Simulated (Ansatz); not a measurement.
Take GaN in the wurtzite structure (space group P6_3mc, No. 186; a = 3.1826 Å, c = 5.1854 Å) as the base. Axes: x lies along a and z along c of the hexagonal cell.

Structures relaxed with Ansatz (a program for electronic structure) PBEsol, no spin-orbit coupling.

Base:

Simulated powder pattern, Cu Kα, λ = 1.54184 Å (kinematic, ideal powder, no thermal factors, no anomalous dispersion; the 10 strongest lines at most, above 2 %, up to 2θ = 90°):

| 2θ (°) | I/Imax (%) | hkl |
|---|---|---|
| 32.49 | 43 | (100) |
| 34.60 | 36 | (002) |
| 36.93 | 100 | (101) |
| 48.19 | 21 | (102) |
| 57.95 | 30 | (110) |
| 63.53 | 31 | (103) |
| 68.03 | 4.4 | (200) |
| 69.28 | 26 | (112) |
| 70.74 | 15 | (201) |
| 78.62 | 4.5 | (202) |

Perturbation: the cell is stretched by 1.80 % along x with no lateral relaxation, atoms relaxed at fixed cell.

After the change:

Simulated powder pattern, Cu Kα, λ = 1.54184 Å (kinematic, ideal powder, no thermal factors, no anomalous dispersion; the 10 strongest lines at most, above 2 %, up to 2θ = 90°):

| 2θ (°) | d (Å) | I/Imax (%) | hkl |
|---|---|---|---|
| 32.04 | 2.793 | 43 | (100) |
| 32.49 | 2.756 | 22 | (010) |
| 34.60 | 2.593 | 53 | (002) |
| 36.54 | 2.459 | 100 | (101) |
| 36.93 | 2.434 | 48 | (011) |
| 47.87 | 1.900 | 20 | (102) |
| 56.84 | 1.620 | 15 | (2 -1 0) |
| 57.68 | 1.598 | 29 | (110) |
| 63.27 | 1.470 | 30 | (103) |
| 69.03 | 1.361 | 26 | (112) |

The indices refer to the base's conventional cell; one index is shown for lines that coincide. The space group is now Cmc2_1 (No. 36).

The cells carry an imposed strain or load. Stability against distortions was not tested.
